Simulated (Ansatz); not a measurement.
Start from As in the A7 type structure (space group R-3m, No. 166; a = 3.7454 Å, c = 9.7545 Å (hexagonal axes); layered).

Computed with Ansatz (a quantum-chemistry and plane-wave program) PBEsol-D3(BJ), no SOC.

Free-standing slabs (2 atom(s) a layer) normal to the stacking axis with 15 Å of vacuum; in-plane cell relaxed.

One change was made to it. Results:

```json
[
 {"quantity": "shortest interatomic distance", "base": "2.517 Å", "after": "2.464 Å"},
 {"quantity": "excess energy per area of both faces (slab less bulk energy over the cell's area: twice a surface energy)", "base": "–", "after": "0.97 J/m²"},
 {"quantity": "in-plane lattice parameter a", "base": "3.745 Å", "after": "3.517 Å"}
]
```

Which of these changes matches the shifts?
A. 1 layer
B. 2 layers
C. 3 layers

A, 1 layer. For comparison, the excess energy per area of both faces in the other runs: 3 layers gives 1.2 J/m²; 2 layers gives 1.17 J/m².

Slab and bulk use different k-meshes, which limits the precision of the excess energy. No phonon test of stability was made.
